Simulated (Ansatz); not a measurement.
An Ansatz (a first-principles code) input (Ansatz, PBEsol, PAW, cutoff 420 eV, no SOC):

Ansatz 0.2 input:
```yaml
crystal:
  lattice:
    - [4.8153537257, 0, 0]
    - [0, 4.8153537257, 0]
    - [0, 0, 4.8153537257]
  atoms:
    - { symbol: Nb, position: [0.5, 0.5, 0.5] }
    - { symbol: K, position: [0, 0, 0] }
    - { symbol: S, position: [0.5, 0.5, 0] }
    - { symbol: S, position: [0.5, 0, 0.5] }
    - { symbol: S, position: [0, 0.5, 0.5] }
basis: { ecutwfc: 420, ecutrho_ratio: 4, xc_grid: 2, fft_grid_basis: typed }
kpoints: { mp_grid: { grid: [10, 10, 10] } }
hamiltonian:
  xc: pbesol
  dispersion: none
  pseudopotentials: { kind: paw }
scf: { occupations: { method: fermi_dirac, width: 0.05 }, convergence: { dr2_threshold: 0.0000000005 } }
output: { forces: true, stress: true }
checkpoint: { write: state.ck, write_every: 1000 }
```

**Question.** Which symmetry and how many k-points will the program report, and about how many plane waves at Γ?

**Answer.** Space group Pm-3m (ITA 221) with 48 operations, k-points 56 of 1000, and 2109 plane waves at Γ.

Whether these cells are dynamically stable was not tested. All final runs are without spin polarisation. The cell was made from KNbO3 by this change: O → S; the result is a hypothetical phase, not in the database extracts checked. KNbS3 has a high density of states at the Fermi level and may be magnetic at this level.
